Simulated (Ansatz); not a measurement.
Bulk modulus B0 of Zr (model structure, started from the diamond type, Fd-3m, No. 227, 2 atoms in the cell) at several levels of theory

No measured value is used here.

```csv
level (code),value (GPa),cell (Å³/atom)
LDA (Ansatz),39.8,27.68
PBE (Ansatz),36.8,30.91
PBEsol (Ansatz),39.0,28.90
r²SCAN (Ansatz),37.0,29.59
```

LDA, PBE, PBEsol, r²SCAN: the bulk modulus is −V dP/dV from two relaxed cells at ±2 % in volume. Each level is taken at its own relaxed cell. Cutoffs differ between the levels. Ansatz's density-functional and Hartree–Fock values are scalar-relativistic unless marked +SOC, with PAW data made under PBE.

A model structure was made by putting elements into a prototype or built by hand; it is no filed structure, need not be a known phase, and can be a saddle point held by its symmetry.

Ansatz is a program for electronic structure.
